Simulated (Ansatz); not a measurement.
The starting structures come from a database of crystals and need not be the phases stable at ambient conditions.

Given:

```yaml
crystal:
  lattice:
    - [6.77517, 0.00000, 0.00000]
    - [0.00000, 6.77517, 0.00000]
    - [3.38759, -3.38759, 3.38759]
  atoms:
    - { symbol: Zr, position: [0.12500, 0.12500, 0.25000] }
    - { symbol: Zr, position: [0.37500, 0.37500, 0.75000] }
    - { symbol: Zr, position: [0.25000, 0.87500, 0.50000] }
    - { symbol: Zr, position: [0.75000, 0.62500, 0.50000] }
    - { symbol: Zr, position: [0.87500, 0.75000, 0.00000] }
    - { symbol: Zr, position: [0.62500, 0.25000, 0.00000] }
    - { symbol: N, position: [0.36968, 0.63032, 0.63032] }
    - { symbol: N, position: [0.63032, 0.50000, 0.86968] }
    - { symbol: N, position: [0.50000, 0.00000, 0.63032] }
    - { symbol: N, position: [0.00000, 0.36968, 0.86968] }
    - { symbol: N, position: [0.13032, 0.50000, 0.36968] }
    - { symbol: N, position: [0.86968, 0.13032, 0.13032] }
    - { symbol: N, position: [0.00000, 0.86968, 0.36968] }
    - { symbol: N, position: [0.50000, 0.00000, 0.13032] }
```

Space group of this cell: I-43d. The cell is taken as given; by PBEsol its mean pressure is -5.6 GPa.

Calculation: PBEsol (plane waves, PAW; Ansatz, a program for electronic structure).

The current runs along the normal of the first two printed vectors; no spin-orbit coupling. Scaled by the factor s: the length along the current (ions clamped). Meshes 10×10×10 and 6×6 across the current in all rows.

| s | mean pressure (GPa) | band gap (eV) |
|---|---|---|
| 0.97 | 3.0 | 0.44 |
| 1.00 | -5.6 | 0.62 |
| 1.03 | -12.3 | ? |

Task: Take the slope of the band gap against ln s from the two given rows, extrapolate to s = 1.03, and say what the run there gives.

Result: Slope = (0.44 − 0.62) / ln 0.97 = 5.91 eV. The line gives 0.62 + (5.91) × ln 1.03 = 0.79 eV. The run gives 0.56 eV, 0.23 eV under the line, 134 % of the predicted step.
